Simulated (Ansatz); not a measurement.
Results of r²SCAN+rVV10 (Ansatz, a program for electronic structure, PAW) for LiF (model structure, started from the NiAs type, P6₃/mmc, No. 194, 4 atoms in the cell).

Settings: plane-wave cutoff 560 eV, 12×12×8 k mesh (along the axes of the cell as run), Fermi–Dirac smearing 0.01 eV, scalar-relativistic PAW data made under PBE.

Cell (relaxed at this level):

```yaml
crystal:
  lattice:
    - [2.76454, 0.00000, 0.00000]
    - [-1.38227, 2.39416, 0.00000]
    - [0.00000, 0.00000, 4.76395]
  atoms:
    - { symbol: Li, position: [0.00000, 0.00000, 0.00000] }
    - { symbol: Li, position: [0.00000, 0.00000, 0.50000] }
    - { symbol: F, position: [0.33333, 0.66667, 0.25000] }
    - { symbol: F, position: [0.66667, 0.33333, 0.75000] }
```

Q: Give the computed band gap.

A: 
* **band gap**: 10.23 eV (on the SCF k mesh)

Note: the relaxation could raise the start's symmetry but not lower it, so the cell can be a saddle point.

Static lattice: no zero-point or thermal effects.

It cost about 60 core-seconds (a rough figure) of CPU time.

A model structure was made by putting elements into a prototype or built by hand; it is no filed structure, need not be a known phase, and can be a saddle point held by its symmetry.
